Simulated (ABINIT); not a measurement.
Input and output of a self-consistent single point for ZrN (Fm-3m, 2 atoms in the cell) (ABINIT).

Computed with LDA (PW92), spin-orbit coupling, PAW (JTH v2.0 LDA PAW) (plane waves; ABINIT).

```xyz
2
Lattice="0.0000 2.2943 2.2943 2.2943 0.0000 2.2943 2.2943 2.2943 0.0000" Properties=species:S:1:pos:R:3 pbc="T T T"
Zr     2.2943     2.2943     2.2943
N      0.0000     0.0000     0.0000
```

Reference input (self-consistent single point, DFT, LDA (PW92), plane waves, PAW (JTH v2.0 LDA PAW)): pseudos = [Zr.LDA_PW-JTH.xml, N.LDA_PW-JTH.xml]; ecut = 52 Ry; pawecutdg = 104 Ry; pawxcdev = 0; occopt = 3; tsmear = 0.00499791 Ha; ngkpt = 10 10 10; nshiftk = 1; shiftk = 0 0 0; potentials = JTH v2.0 LDA PAW; nband = 14; kptopt = 1. This run's input differs from it in these lines:

```diff
@@ -18,6 +18,8 @@
 pawxcdev 0
+nspinor 2
+nspden 1
 occopt 3
 tsmear 0.00499791
-nband 14
-kptopt 1
+nband 29
+kptopt 4
 ngkpt 10 10 10
```

Output (repeated stretches shortened):

```
 beta integral value:      -0.334168E+01
 pspatm: atomic psp has been read  and splines computed

   3.14406625E+02                                ecore*ucvol(ha*bohr**3)
 ==== Info on pseudopotentials ====
  PAW calculation
  Number of pseudopotentials ..    2
  Number of types of atoms   ..    2
  Calculation with spin-orbit coupling
  Nonlocal part applied using real spherical harmonics
  Max number of non-local projectors over l and type   2
  Highest angular momentum +1 .......   3
  Max number of (l,n)   components ..   6
  Max number of (l,m,n) components ..  18

 Pseudo-Core Charge Info:
   Number of radial points for pseudo-core charge ..    1
   XC core-correction treatment (optnlxccc) ........    1
   Radius for pseudo-core charge for each type .....

  - Atom type    1 has pseudo-core radius .. 80.0000
  - Atom type    2 has pseudo-core radius .. 80.0000

 Info on the Q-grid used for form factors in spline form:
   Number of q-points for radial functions ffspl ..   3001
   Number of q-points for vlspl ...................   3001
   vloc is computed in Reciprocal Space

  XC functional for type 1 is -1012
  XC functional for type 2 is -1012

 symatm: atom number 1 is reached starting at atom
   1  1  1  1  1  1  1  1  1  1  1  1  1  1  1  1  1  1  1  1  1  1  1  1
 symatm: atom number 2 is reached starting at atom
   2  2  2  2  2  2  2  2  2  2  2  2  2  2  2  2  2  2  2  2  2  2  2  2

--- !BUG
src_file: m_inwffil.F90
src_line: 2703
mpi_rank: 0
message: |
    When nspinor2 is 2, nbd2 must be even, while it is nbd2=29
...

  Action: contact ABINIT group (please attach the output of `abinit -b`)

 abinit_abort: decision taken to exit. Check above messages for more info
Abort(13) on node 0 (rank 0 in comm 0): application called MPI_Abort(MPI_COMM_WORLD, 13) - process 0

--- !BUG
src_file: m_inwffil.F90
src_line: 2703
mpi_rank: 0
message: |
    When nspinor2 is 2, nbd2 must be even, while it is nbd2=29
...

  Action: contact ABINIT group (please attach the output of `abinit -b`)
```

The program stopped before any SCF iteration. 

The starting cell comes from a database of computed structures (which also holds hypothetical and non-ambient phases and stackings), without a prior relaxation at this level.
